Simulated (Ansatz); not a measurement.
Bi2SO2 (Pnnm, No. 58, 10 atoms in the cell; start mp-27891), treated with HSE06+SOC in Ansatz (plane waves, PAW).

Run with plane-wave cutoff 460 eV, 6×2×6 k mesh (along the axes of the cell as run), Fermi–Dirac smearing 0.01 eV, PAW data made under PBE.

Cell (relaxed with PBEsol):

```yaml
crystal:
  lattice:
    - [3.82063, 0.00000, 0.00000]
    - [0.00000, 11.90857, 0.00000]
    - [0.00000, 0.00000, 3.81868]
  atoms:
    - { symbol: Bi, position: [0.48024, 0.85771, 0.50000] }
    - { symbol: Bi, position: [0.51976, 0.14229, 0.50000] }
    - { symbol: Bi, position: [0.98024, 0.64229, 0.00000] }
    - { symbol: Bi, position: [0.01976, 0.35771, 0.00000] }
    - { symbol: S, position: [0.00000, 0.00000, 0.00000] }
    - { symbol: S, position: [0.50000, 0.50000, 0.50000] }
    - { symbol: O, position: [0.48557, 0.74995, 0.00000] }
    - { symbol: O, position: [0.51443, 0.25005, 0.00000] }
    - { symbol: O, position: [0.98557, 0.75005, 0.50000] }
    - { symbol: O, position: [0.01443, 0.24995, 0.50000] }
```

Task: Predict the band gap and smallest direct gap on the k points sampled.

Result: 
- band gap = 1.24 eV (on the SCF k mesh) (indirect)
- smallest direct gap on the k points sampled = 1.58 eV

Note: cell and atoms aren't relaxed at this level (largest force component 0.27 eV/Å).

Static lattice: no zero-point or thermal effects.

The result took roughly 28 core-minutes.

A start named mp-… is a Materials Project structure, which need not be a measured phase.

Ansatz is a program for electronic structure.
